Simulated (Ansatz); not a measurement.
Data:

```
Rh
1.0
    2.62553     0.00000     0.00000
    0.00000     2.62553     0.00000
    1.31276    -1.31276     1.94158
Rh
1
Cartesian
  0.00000   0.00000   0.00000
```

No spin polarisation.

The values are results of Ansatz (a program for electronic structure), r2SCAN, PAW, cutoff 500 eV, no spin-orbit coupling, earlier PAW set, not measurements. Γ-centred 30×30×30 mesh, Fermi–Dirac width 0.1 eV.

Problem. Estimate the pressure (mean of the normal stresses, compression positive).

Solution. 8.1 GPa.

Problem. What is the computed band gap?

Solution. Zero.

Problem. What is the computed space group?

Solution. I4/mmm (No. 139).

The cells carry an imposed strain or load. No phonon test of stability was made. All final runs are without spin polarisation. The cell was made from Rh in the fcc (Cu type) structure (space group Fm-3m, No. 225) by this change: biaxial strain −2.33 %, plane normal [001], relaxed out of plane.
